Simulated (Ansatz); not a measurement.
Surface dipole of Cl on the unreconstructed (111) surface of fcc Ir against coverage, at the site 'top Ir', the lowest in the largest cell among the sites where it stayed whole and in place in three cells or more (slabs this thin don't tell apart sites within some 0.05 eV). Each cell holds one Cl; the change of the work function counts from the clean slab in the same cell, the adsorption energy from ½ Cl2(g) (no zero-point or thermal terms).

All values below come from PBE (plane waves to 420 eV, PAW; Ansatz, a quantum-chemistry and plane-wave program).

Slabs of 4 planes (6.6 Å), the lower half held, dipole-corrected, Fermi-Dirac smearing 0.1 eV, no spin-orbit coupling.

```csv
area an adsorbate A (Å²),k-mesh,Δφ (eV),E_ads (eV),height (Å),moment of the cell (μB)
26.0,6x6,0.75,-1.18,2.38,no spin
13.0,6x12,0.28,-0.96,2.36,no spin
6.5,12x12,-0.56,-0.43,2.27,no spin
```

### Question
Work out the dipole that each adsorbate adds along the outward normal, from the Helmholtz relation, and say how it changes with coverage.

### Answer
A sheet of dipoles p at n = 1/A per area shifts the vacuum level, Δφ = −e n p/ε₀, so p = −ε₀ A Δφ/e with ε₀ = 0.005526 e/(V·Å) and 1 e·Å = 4.803 D. A = 26.0 Å²: p = -0.108 e·Å = -0.52 D. A = 13.0 Å²: p = -0.020 e·Å = -0.10 D. A = 6.5 Å²: p = 0.020 e·Å = 0.10 D. The dipole points into the surface at the lowest coverage (positive end inward, raising the work function) and changes sign, first at A = 6.5 Å².

Topping's model of dipoles that weaken each other is not fitted: it wants three cells n × n with a clear dipole that keeps its sign and shrinks with coverage.

Binding. From the thinnest to the densest layer E_ads moves by 0.75 eV: binding is weaker in the densest layer. The slabs are thin and the meshes differ from cell to cell, which leaves some hundredths of an eV open. The clean host was not checked against rearrangement.
